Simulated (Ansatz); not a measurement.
# Effect of uniaxial strain ε_zz = +0.32 % on CoSn

The reference is CoSn (space group P6/mmm, No. 191; a = 5.2178 Å, c = 4.1725 Å; non-magnetic). Axes: x lies along a and z along c of the hexagonal cell.

Now apply this change: the cell is stretched by 0.32 % along z with no lateral relaxation, atoms relaxed at fixed cell.

Level of theory: PBEsol/PAW in Ansatz (a first-principles code), without spin-orbit coupling. Settings: 10×10×11 k-points, 0.05 eV Fermi–Dirac smearing.

Volume per atom: 16.45 Å³ (base 16.40 Å³)
Shortest interatomic distance: 257.9 pm (base 257.3 pm)
Energy relative to the base (free energy F): +0.1 meV/atom
Pressure (mean of the normal stresses, compression positive): -0.5 GPa (base 0.0 GPa)
Band gap: zero (base zero)
Stress (xx, yy, zz, yz, xz, xy; compression positive): (-0.2, -0.2, -0.9, 0.0, 0.0, 0.0) GPa (rough)

Final structure:

```
CELL_PARAMETERS angstrom
      5.21781     0.00000     0.00000
     -2.60891     4.51876     0.00000
      0.00000     0.00000     4.18583
ATOMIC_POSITIONS crystal
  Co 0.50000 0.00000 0.00000
  Co 0.50000 0.50000 0.00000
  Co 0.00000 0.50000 0.00000
  Sn 0.00000 0.00000 0.00000
  Sn 0.33333 0.66667 0.50000
  Sn 0.66667 0.33333 0.50000
```

Without a gap, meshes like the base's 10×10×11 leave anisotropic stresses uncertain by several tenths of a GPa, and small strain energies with them. Stability against distortions was not tested. Starting moments died away, wholly or in part, for the base; another magnetic solution may exist. The final runs are not spin-polarised.
